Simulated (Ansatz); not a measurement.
BiSb (model structure, started from the CsCl type, Pm-3m, No. 221, 2 atoms in the cell), treated with PBEsol (PAW; Ansatz, a first-principles code).

The input as run:

Ansatz 0.2 input:
```yaml
crystal:
  lattice:
    - [3.8263677018, 0.0, 0.0]
    - [0.0, 3.8263677018, 0.0]
    - [0.0, 0.0, 3.8263677018]
  atoms:
    - { symbol: Bi, position: [0.0, 0.0, 0.0] }
    - { symbol: Sb, position: [0.5, 0.5, 0.5] }
basis:
  ecutwfc: 520
  ecutrho_ratio: 4
  xc_grid: 2
kpoints:
  mp_grid: { grid: [14, 14, 14] }
hamiltonian:
  xc: pbesol
  dispersion: none
  pseudopotentials: { kind: paw }
scf:
  occupations: { method: fermi_dirac, width: 0.05 }
  convergence: { dr2_threshold: 0.0000000002 }
output:
  forces: true
  stress: true
  eigenvalues: true
```

From the output:

```
Crystal: 2 atoms, lattice volume = 56.022 Å³
Basis set: ecut = 520 eV, 1503 PW (Γ), exchange–correlation on 60×60×60 points (8 copies of the dense FFT grid, shifted against one another)
Bands: 19, of which v1, the nominal top of the filled ones, is band 15 counted from 1 (14 counted from 0)
Symmetry: 48 space group operations
Space group: Pm-3m (ITA 221), of the structure as read, at distance tolerance 3.8e-5 Å
k-points: 120 of 2744
Functional: x = pbesol(κ = 0.804, μ = 0.12345679012345678), c = pbesol(β = 0.046)
SCF iter   1: F=—  HF=-18649.842706 eV  |F-HF|=—  |Δ(HF+E_count)|=         —  Δρ=2.04e-3  dr2=2.25e-3
SCF iter   2: F=—  HF=-18649.840354 eV  |F-HF|=—  |Δ(HF+E_count)|=   2.35e-3  Δρ=1.40e-3  dr2=9.42e-4
  ...
SCF iter   7: F=—  HF=-18649.840102 eV  |F-HF|=—  |Δ(HF+E_count)|=   4.53e-9  Δρ=4.49e-6  dr2=7.16e-9
SCF iter   8: F=-18649.840102 eV  HF=-18649.840102 eV  |F-HF|=1.27e-10  |Δ(HF+E_count)|=   4.31e-9  Δρ=5.28e-7  dr2=1.17e-10
SCF 1 converged in 8 iterations: F = -18649.840102 eV  dr2 = 1.17e-10
SCF converged after 8 iterations
Free energy (F): -18649.840102 eV
Internal energy: -18649.832362 eV  (E = F + TS)
E sigma→0 (E₀):  -18649.836232 eV
Fermi energy:    12.076347 eV
--- Forces (eV/Å), atoms counted from 1 ---
  atom   1  Bi    -0.00000000    -0.00000000     0.00000000
  atom   2  Sb     0.00000000    -0.00000000     0.00000000
--- Stress (GPa, compression-positive) ---
        0.000410       0.000000       0.000000
        0.000000       0.000410       0.000000
        0.000000       0.000000       0.000410
  P = ⅓ Tr σ = 0.0004 GPa (0.004 kbar)
```

The PAW data were made under PBE.

Note: the relaxation could raise the start's symmetry but not lower it, so the cell can be a saddle point.

A model structure was made by putting elements into a prototype or built by hand; it is no filed structure, need not be a known phase, and can be a saddle point held by its symmetry.
